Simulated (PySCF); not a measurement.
PySCF 2.14.0, B3LYP/def2-tzvp, df: Mo(S)2(OH)2 ([OH][Mo]([OH])(=[S])=[S]), 7 atoms. The geometry is a generated start, not checked to be a minimum at this level.

- task = energy
- method = b3lyp
- basis = def2-tzvp
- two-electron scheme = density fitting
- mol.max_memory = 3000 MB
- mf.max_cycle = 100
- mf.init_guess = minao (default)
- mf.DIIS = CDIIS (default)
- mf.diis_space = 8 (default)
- mf.conv_tol = 1e-09 (default)
- mf.grids.level = 3 (default)
- effective core potentials = those of the basis set, past Kr
- basis functions = 188
- grid points = 107984

```xyz
7

Mo     0.1420    -0.0347     0.0233
S      1.7990     0.6027    -1.2076
S      1.0385    -1.2220     1.5904
O     -0.7421    -1.1826    -0.9718
H     -1.1597    -1.8105    -1.5687
O     -0.4147     1.4272     0.8247
H     -0.6629     2.2199     1.3096
```

Charge 0 and multiplicity 1 are set for this test and not shown to be the ground state.

One run each on 2 threads, 1 BLAS thread. Values of level_shift (Hartree) tried: 0 (default), 0.1, 0.3, 1.

Problem. How does the count of Fock builds change with level_shift (Hartree), and where is it least?

Solution. Fewest Fock builds, within one of each other: 0 (default) with 16, 0.1 with 15. The count rises to 42 at 1. All converge to one solution.

| level_shift (Hartree) | Fock builds | end |
|---|---|---|
| 0 (default) | 16 | same solution |
| 0.1 | 15 | same solution |
| 0.3 | 20 | same solution |
| 1 | 42 | same solution |
